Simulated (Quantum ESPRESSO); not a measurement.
## Parameter sweep on Ca (Fm-3m, 1 atom in the cell)

```yaml
crystal:
  lattice:
    - [-2.83330, 0.00000, 2.83330]
    - [0.00000, 2.83330, 2.83330]
    - [-2.83330, 2.83330, 0.00000]
  atoms:
    - { symbol: Ca, position: [0.00000, 0.00000, 0.00000] }
```

Base run A: PBE, SSSP 1.1.2 precision (PBE) pseudopotentials (Quantum ESPRESSO 7.5), self-consistent single point.

Its settings: ecutwfc = 50 Ry; ecutrho = 400 Ry; occupations = smearing; smearing = gaussian; degauss = 0.019992 Ry; potentials = {Ca: Ca_pbe_v1.uspp.F.UPF}; K_POINTS = automatic 10 10 10 0 0 0; conv_thr = 1e-09 Ry; mixing_beta = 0.3.

The starting cell comes from a database of computed structures (which also holds hypothetical and non-ambient phases and stackings), without a prior relaxation at this level. Its lattice was rescaled by a random factor within 2.5 % of one.

ΔF is the free energy per atom less that of run A. 

Runs:
- B: lattice scaled by 0.97
- C: lattice scaled by 0.97; ecutwfc: 50 Ry → 30 Ry; ecutrho: 400 Ry → 240 Ry
- D: lattice scaled by 0.985
- E: lattice scaled by 0.985; ecutwfc: 50 Ry → 30 Ry; ecutrho: 400 Ry → 240 Ry
- F: lattice scaled by 1.015
- G: lattice scaled by 1.015; ecutwfc: 50 Ry → 30 Ry; ecutrho: 400 Ry → 240 Ry
- H: lattice scaled by 1.03
- I: lattice scaled by 1.03; ecutwfc: 50 Ry → 30 Ry; ecutrho: 400 Ry → 240 Ry
- J: ecutwfc: 50 Ry → 30 Ry; ecutrho: 400 Ry → 240 Ry

```
run  ΔF (meV/atom)  pressure (GPa)
---  -------------  --------------
A             0.00           -1.16
B            -11.7            0.28
C             -9.3            0.29
D            -10.4           -0.51
E             -7.9           -0.50
F             18.6           -1.71
G             21.2           -1.71
H             44.4           -2.16
I             47.0           -2.16
J              2.5           -1.16
```

Run F against A: The free energy goes up by 18.6 meV/atom and the pressure goes from -1.16 to -1.71 GPa.

Run C against A: The free energy drops by 9.3 meV/atom and the pressure goes from -1.16 to 0.29 GPa.

Run D against A: The free energy falls by 10.4 meV/atom and the pressure goes from -1.16 to -0.51 GPa.
